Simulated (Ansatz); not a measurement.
```xyz
3
Lattice="0.0000 2.5417 2.5417 2.5417 0.0000 2.5417 2.5417 2.5417 0.0000" Properties=species:S:1:pos:R:3 pbc="T T T"
Zr     0.0000     0.0000     0.0000
O      1.2709     1.2709     1.2709
O      3.8126     3.8126     3.8126
```

No spin polarisation.

Method: r2SCAN, PAW, 500 eV (Ansatz, a quantum-chemistry and plane-wave program; no spin-orbit coupling). k-mesh 11×11×11 (Γ-centred); smearing 0.05 eV (Fermi–Dirac).

Q: Estimate the band gap.

A: 3.90 eV.

Q: Predict the gap character.

A: Indirect, X → Γ.

Q: Predict the smallest direct gap.

A: 4.30 eV.

Q: Estimate the electron mass (degenerate bands, along [100]).

A: 0.53, 2.1 mₑ (at Γ).

Load acts through the strain it causes; cell and atoms are relaxed under it. Masses are band curvatures over ±0.01 Å⁻¹ around the edge. Stability against distortions was not tested. The cell was made from ZrO2 in the fluorite structure (space group Fm-3m, No. 225) by this change: pressure 0.9 GPa. This is not the structure that ZrO2 has at room temperature and ambient pressure.
